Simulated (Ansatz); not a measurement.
Start from ZnS in the wurtzite structure (space group P6_3mc, No. 186).

```yaml
crystal:
  lattice:
    - [3.80610, 0.00000, 0.00000]
    - [-1.90305, 3.29618, 0.00000]
    - [0.00000, 0.00000, 6.24474]
  atoms:
    - { symbol: Zn, position: [0.66667, 0.33333, 0.99975] }
    - { symbol: Zn, position: [0.33333, 0.66667, 0.49975] }
    - { symbol: S, position: [0.66667, 0.33333, 0.62545] }
    - { symbol: S, position: [0.33333, 0.66667, 0.12545] }
```

Method: plane-wave PAW DFT at the r2SCAN level (Ansatz, an electronic-structure program, 500 eV), spin-orbit coupling left out.

Its conduction minimum is a single valley at Γ with mass 0.20 mₑ.

One thing is altered: electron doping at 1.5×10^21 cm⁻³ (0.118 per cell), with a uniform compensating background at fixed cell and a 300 K Fermi–Dirac width.

Where would a parabolic band put the Fermi level, and where does the calculation put it?

k_F = (3π²n)^(1/3) = 0.354 Å⁻¹, so ħ²k_F²/2m = 2.4 eV above the band edge at zero temperature. The calculation gives 1.05 eV (to 0.05 eV): the band is strongly non-parabolic or higher valleys fill at this density.

Charged cell with a jellium background: band edges are those of the host's band count, energies are not comparable with the neutral cell, and many-body gap narrowing is missing. The levels and masses belong to the bands next to the band gap. Masses are band curvatures over ±0.01 Å⁻¹ around the edge. Whether these cells are dynamically stable was not tested.
